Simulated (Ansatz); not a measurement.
Start from ZnCu2GeS4 (space group I-4, No. 82; a = 5.267 Å, c = 10.485 Å). Axes: x, y, z lie along a, b, c of the conventional cell.

Structures relaxed with Kohn–Sham DFT with the PBEsol functional, run in Ansatz (a quantum-chemistry and plane-wave program) with PAW and 420 eV plane waves, no spin-orbit coupling, earlier PAW set.

Base:

Simulated powder pattern, Cu Kα1, λ = 1.54056 Å (kinematic, ideal powder, no thermal factors, no anomalous dispersion; the 10 strongest lines at most, above 2 %, up to 2θ = 90°):

```tsv
2θ (°)	I/Imax (%)	hkl
29.39	100	(112)
34.02	8.0	(200)
34.18	3.9	(004)
48.87	20	(220)
48.99	40	(204)
58.06	27	(132)
58.27	13	(116)
71.61	5.9	(400)
79.23	5.1	(332)
79.42	10	(316)
```

Perturbation: tensor shear ε_yz = −0.66 % (engineering shear γ = -0.0132); the atoms relax in the strained cell.

After the change:

Simulated powder pattern, Cu Kα1, λ = 1.54056 Å (kinematic, ideal powder, no thermal factors, no anomalous dispersion; the 10 strongest lines at most, above 2 %, up to 2θ = 90°):

```tsv
2θ (°)	d (Å)	I/Imax (%)	hkl
29.26	3.049	100	(1 -1 2)
29.53	3.023	100	(112)
34.02	2.633	16	(200)
48.65	1.870	20	(0 2 -4)
48.87	1.862	40	(220)
48.99	1.858	40	(204)
49.34	1.846	19	(024)
57.83	1.593	14	(1 3 -2)
57.98	1.589	14	(3 -1 2)
58.05	1.588	13	(1 -1 6)
```

The indices refer to the base's conventional cell; one index is shown for lines that coincide. The space group is now P1 (No. 1).

Whether these cells are dynamically stable was not tested. The final runs are not spin-polarised.
